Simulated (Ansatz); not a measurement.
The parent structure is Ti2O3 in the corundum structure (space group R-3c, No. 167; a = 5.0387 Å, c = 13.8814 Å (hexagonal axes)). Axes: x lies along a and z along c of the hexagonal cell.

Computed with PBEsol (Ansatz, a program for electronic structure), without spin-orbit coupling.

Strains are applied to the cell and any free atomic positions relax; under biaxial strain the out-of-plane vector relaxes too.

One change was made to it. Results:

```json
[
 {"quantity": "energy relative to the base (free energy F)", "base": "0 meV/atom", "after": "+4.2 meV/atom"},
 {"quantity": "shortest interatomic distance", "base": "1.998 Å", "after": "1.986 Å"},
 {"quantity": "band gap", "base": "zero", "after": "zero"}
]
```

### Question
Which of these changes matches the shifts?
(A) isotropic strain −3.68 %
(B) tensor shear ε_xy = −1.96 %
(C) uniaxial strain ε_xx = +1.25 %
(D) biaxial strain −4.84 %, plane normal [001], relaxed out of plane

### Answer
B, tensor shear ε_xy = −1.96 %. For comparison, the energy relative to the base in the other runs: isotropic strain −3.68 % gives +103 meV/atom; uniaxial strain ε_xx = +1.25 % gives +1.7 meV/atom; biaxial strain −4.84 %, plane normal [001], relaxed out of plane gives +58 meV/atom.

Without a gap, meshes like the base's 11×11×11 leave anisotropic stresses uncertain by several tenths of a GPa, and small strain energies with them. Stability against distortions was not tested. No Hubbard U is applied, and correlation can decide whether such a compound is a metal. The final runs are not spin-polarised.
